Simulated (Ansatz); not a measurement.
**What uniaxial strain ε_zz = +3.00 % does to C**

The parent structure is C in the diamond structure (space group Fd-3m, No. 227; a = 3.532 Å). Axes: x, y, z lie along the cube axes.

Perturbation: the cell is stretched by 3.00 % along z with no lateral relaxation; the atoms relax in the strained cell.

Calculations: Ansatz (a first-principles code), LDA, PAW, cutoff 420 eV, no spin-orbit coupling. Settings: 16×16×16 k-points, 0.05 eV Fermi–Dirac smearing.

| quantity | base | changed | shift |
|---|---|---|---|
| volume per atom | 5.51 Å³ | 5.67 Å³ | +0.165 Å³ |
| space group | Fd-3m (No. 227) | I4_1/amd (No. 141) | – |
| shortest interatomic distance | 1.529 Å | 1.545 Å | +0.0154 Å |
| energy relative to the base (free energy F) | 0 meV/atom | +17 meV/atom | +17 meV/atom |
| pressure (mean of the normal stresses, compression positive) | 0.00 GPa | -13.07 GPa | -13.064 GPa |
| band gap | 4.17 eV | 3.72 eV | -0.45 eV |
| gap character | – | indirect, Γ → Γ–X (75 % along) | – |
| smallest direct gap | 5.62 eV | 5.27 eV | -0.35 eV |
| electron mass | 1.8 mₑ along k, 0.29 mₑ across (off the special points) | 1.6 mₑ along k, 0.29 mₑ across (off the special points) | – |
| valence-band top at Γ (three highest levels, from the VBM) | 0.00, 0.00, 0.00 eV | 0.00, 0.00, -0.46 eV | – |
| valley order (the lowest conduction-band minima on the path, energy above the VBM, named in the base's zone) | a point along ⟨100⟩, about 1.3 Å⁻¹ from Γ 4.17 eV | a point along [100], about 1.3 Å⁻¹ from Γ 3.72 eV; a point along [001], about 1.3 Å⁻¹ from Γ 4.42 eV | – |
| stress (xx, yy, zz, yz, xz, xy; compression positive) | – | (-3.67, -3.67, -31.87, 0.00, 0.00, 0.00) GPa | – |

Cost of the whole job for the changed cell (relaxation, final SCF and bands): very roughly 9 core-seconds.

Effective masses come from finite differences of ±0.01 Å⁻¹. Along k means along the line from Γ to the band edge. Stability against distortions was not tested. Labels are those of the standard path for the cell's own space group.
